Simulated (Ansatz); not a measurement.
The parent structure is SnSe2 in the CdI2 type structure (space group P-3m1, No. 164; a = 3.794 Å, c = 5.744 Å; layered, stacked along the Cartesian z axis).

The values are results of plane-wave PAW DFT at the PBEsol-D3(BJ) level (Ansatz, a quantum-chemistry and plane-wave program, 420 eV), no spin-orbit coupling, not measurements.

| level | band gap | lattice parameter c |
|---|---|---|
| PBEsol-D3(BJ) | zero | 5.744 Å |

Measured: band gap 0.98 eV (temperature not stated; as listed in Joseph M. Gonzalez, Ivan I. Oleynik, Phys. Rev. B (2016)); lattice parameter c 6.14 Å (temperature not stated; as listed in Joseph M. Gonzalez, Ivan I. Oleynik, Phys. Rev. B (2016)).

Computed minus measured — band gap: PBEsol-D3(BJ) -0.98 eV; lattice parameter c: PBEsol-D3(BJ) -6.5 %. Measured values not marked as corrected hold thermal and zero-point effects that the static-lattice runs lack. A miss this large can also come from another phase or magnetic state, or from a fault of the measured value. A measured gap can be an optical one, lowered by exciton binding. Levels without spin-orbit coupling miss its effect on the gap.

No phonon test of stability was made. All final runs are without spin polarisation. Gaps under 0.05 eV, about the width of the smearing, are given as zero. The zero or small gap of SnSe2 can change with the level of theory.
